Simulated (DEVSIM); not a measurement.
System: Mo/SiO2/n-Si capacitor, at 300 K.

Layer 1 from the left is SiO2, thickness (nm) 16.0. Layer 2 from the left is Si, thickness (nm) 1300, Nd (cm⁻³) 2e17.

Metal gate on the left, work function 4.6 eV. Fixed charge at the semiconductor interface 0 cm⁻² (in units of +e); no interface traps.

This is a model device: material constants are rounded textbook-type values typed into the input, and sizes, dopings and lifetimes were drawn at random. Values at 300 K.

SiO2: gap (eV) 9, affinity (eV) 0.9, permittivity 3.9. Si: gap (eV) 1.124, affinity (eV) 4.05, permittivity 11.7, Nc (cm⁻³) 2.86e19, Nv (cm⁻³) 3.1e19.

DEVSIM, 1D Poisson equation in equilibrium, Boltzmann statistics, complete ionisation; no quantum confinement or tunnelling. Metal contacts follow the ideal Schottky-Mott rule: no Fermi-level pinning, no interface dipoles.

Task: What does the simulation give for the minimum of the low-frequency capacitance, the flat-band voltage?

Result: minimum of the low-frequency capacitance 0.0899 μF/cm²; flat-band voltage 0.42 V.
